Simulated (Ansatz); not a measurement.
# Thickness series in YN

Consider YN in the rock salt structure (space group Fm-3m, No. 225; a = 4.896 Å). Axes: x, y, z lie along the cube axes.

Free-standing slabs (2 atom(s) a layer) normal to the z axis with 15 Å of vacuum; in-plane cell held at bulk.

Computed with Kohn–Sham DFT with the r2SCAN functional, run in Ansatz (a quantum-chemistry and plane-wave program) with PAW and 500 eV plane waves, without spin-orbit coupling.

Notes on the quantities. excess energy per area of both faces: slab less bulk energy over the cell's area: twice a surface energy; layer's space group: with vacuum.

```json
[
 {"variant": "base", "excess energy per area of both faces": "–", "band gap": "0.58 eV", "layer's space group": "–", "thickness between the outermost nuclei": "–"},
 {"variant": "1 layer", "excess energy per area of both faces": "–", "band gap": "0.63 eV", "layer's space group": "P4/mmm (No. 123)", "thickness between the outermost nuclei": "–"},
 {"variant": "2 layers", "excess energy per area of both faces": "2.18 J/m²", "band gap": "1.05 eV", "layer's space group": "P4/nmm (No. 129)", "thickness between the outermost nuclei": "2.33 Å"},
 {"variant": "3 layers", "excess energy per area of both faces": "2.31 J/m²", "band gap": "0.75 eV", "layer's space group": "P4/mmm (No. 123)", "thickness between the outermost nuclei": "4.77 Å"},
 {"variant": "4 layers", "excess energy per area of both faces": "2.26 J/m²", "band gap": "0.67 eV", "layer's space group": "P4/nmm (No. 129)", "thickness between the outermost nuclei": "7.22 Å"},
 {"variant": "5 layers", "excess energy per area of both faces": "2.27 J/m²", "band gap": "0.61 eV", "layer's space group": "P4/mmm (No. 123)", "thickness between the outermost nuclei": "9.67 Å"},
 {"variant": "6 layers", "excess energy per area of both faces": "2.26 J/m²", "band gap": "0.59 eV", "layer's space group": "P4/nmm (No. 129)", "thickness between the outermost nuclei": "12.12 Å"},
 {"variant": "7 layers", "excess energy per area of both faces": "2.26 J/m²", "band gap": "?", "layer's space group": "P4/mmm (No. 123)", "thickness between the outermost nuclei": "14.56 Å"}
]
```

Problem. Complete the table.

Solution. 
- 7 layers, band gap: 0.57 eV

Slab and bulk use different k-meshes, which limits the precision of the excess energy. Stability against distortions was not tested.
